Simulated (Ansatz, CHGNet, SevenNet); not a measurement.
## TiTe2 (model structure, started from the CdI2 type, P-3m1, No. 164, 3 atoms in the cell): properties by level of theory

```csv
level (code),equilibrium lattice constant a (Å),c axis length (Å)
CHGNet 0.3.0,3.809,6.346
SevenNet-0,3.738,7.262
PBEsol (Ansatz),3.696,6.443
PBE-D3(BJ) (Ansatz),3.698,6.384
r²SCAN+rVV10 (Ansatz),3.782,6.615
```

Caveats: the cell has another shape than the first-principles one, perhaps another minimum in the same group (SevenNet-0). Ansatz's density-functional and Hartree–Fock values are scalar-relativistic unless marked +SOC, with PAW data made under PBE.

Static lattice: no zero-point or thermal effects.

A model structure was made by putting elements into a prototype or built by hand; here it ended with the formula and space group of a phase in our tables.

Ansatz is an electronic-structure program.
